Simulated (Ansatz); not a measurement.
Cost and result by functional for the surface energy of the (30-32) surface of hcp Y in its 1x1 cell, outermost plane spacing 0.99 Å in the ideal cut, in Ansatz (plane waves, PAW). Single points on the PBE structure, on one kind of machine; costs are rough ratios of the slab run's core time (references not counted) to the cheapest single point. r2SCAN's cost holds its higher cutoff (500 against 420 eV). Differences are taken against r2SCAN for comparison alone: no measured value is at hand, so the table doesn't rank accuracy.

Model: 22-atom slab, 9.9 Å thick at the start (thin: gaps and levels are the slab's own), 10x2x1 mesh, Fermi-Dirac 0.1 eV, dipole correction, all atoms relaxed; symmetry of the start imposed; no spin, no spin-orbit, no U. These notes are the PBE run's.

```csv
functional,relative cost,surface energy (J/m²),less r2SCAN (J/m²)
PBEsol,1,1.08,0.02
RPBE,1,0.92,-0.14
LDA,1,1.10,0.05
r2SCAN,2,1.06,0.00
PBE (the relaxed run's value),–,0.99,-0.07
```

The values span 0.19 J/m², while the single points' costs differ by a factor of roughly 2. Differences are of unrounded values.

Ansatz is a quantum-chemistry and plane-wave program.
